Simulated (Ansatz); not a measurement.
## HfGeS (P4/nmm, No. 129, 6 atoms in the cell; start mp-7918)

Calculation: PBEsol (Ansatz, a program for electronic structure, PAW).

Run with plane-wave cutoff 520 eV, 16×16×8 k mesh (along the axes of the cell as run), Fermi–Dirac smearing 0.05 eV, scalar-relativistic PAW data made under PBE.

Cell (relaxed at this level):

```xyz
6
Lattice="3.5871 0.0000 0.0000 0.0000 3.5871 0.0000 0.0000 0.0000 7.8893" Properties=species:S:1:pos:R:3 pbc="T T T"
Hf     0.0000     1.7936     5.7160
Hf     1.7936     0.0000     2.1733
Ge     1.7936     1.7936     0.0000
Ge     0.0000     0.0000     0.0000
S      0.0000     1.7936     3.0067
S      1.7936     0.0000     4.8826
```

```json
{
  "band_gap": "zero (no gap)",
  "bulk_modulus": "137 GPa"
}
```

Note: the relaxation could not lower the start's symmetry, so the cell can be a saddle point above a distorted one; the bulk modulus is −V dP/dV from two relaxed cells at ±2 % in volume.

Spin–orbit coupling is not included; it can open a gap where bands touch, and shift volumes and moduli.

Static lattice: no zero-point or thermal effects.

The result took around 8 core-minutes (rough).

A start named mp-… is a Materials Project structure, which need not be a measured phase.
